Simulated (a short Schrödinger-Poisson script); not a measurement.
Stack: symmetric double-gate stack, SiO2 on p-type Ge(111), at 300 K.

```
layer  material  thickness (nm)  Na (cm⁻³)
-----  --------  --------------  ---------
1          SiO2             1.3          -
2            Ge               8       2e15
3          SiO2             1.3          -
```

The device is made up for the run: typed textbook-type constants, with dimensions and the other settings drawn at random. SiO2: permittivity 3.9, conduction-band edge (eV) 3.1, gap (eV) 9, electron mass (mₑ) 0.5. Ge: permittivity 16, conduction-band edge (eV) 0, gap (eV) 0.664, Nv at 300 K (cm⁻³) 6e18.

Channel valleys (confinement mass, in-plane density-of-states mass, number): L1 1.59, 0.08, 1; L3 0.09, 0.34, 3. At the gates, both at one voltage, the conduction-band edge of layer 1 lies 3.42 eV − eVg above the Fermi level of the channel. Gaps are held at their typed values at every temperature. Mesh 0.03 nm at interfaces.

From a short Schrödinger-Poisson script (our own, NumPy): 1D Poisson equation in equilibrium, electrons classical, Boltzmann, parabolic valleys, classical holes, full ionisation, no traps, pinning or gate leakage.

The same stack at other levels of the model or other numerical settings:

```csv
run,sheet density of all electrons at Vg = 1 V (cm⁻²),sheet density of all electrons at Vg = 0.4 V (cm⁻²),capacitance of both gates at Vg = 1 V (μF/cm²),gate voltage at 1e11 electrons/cm² (V),rough cost against the base
base,1.99e13,2.94e12,4.89,0.21,about 1
"electrons treated as classical, Fermi-Dirac",1.84e13,2.85e12,4.39,0.21,2
"electrons treated as quantum, Hartree",1.55e13,1.99e12,3.88,0.24,20
mesh six times as coarse,1.96e13,2.90e12,4.81,0.21,about 1
```

The classical rows ignore confinement, and Boltzmann statistics overrate the density once the band edge passes the Fermi level.

Only the L valleys are kept; under strong confinement the Δ valleys of Ge fill too.
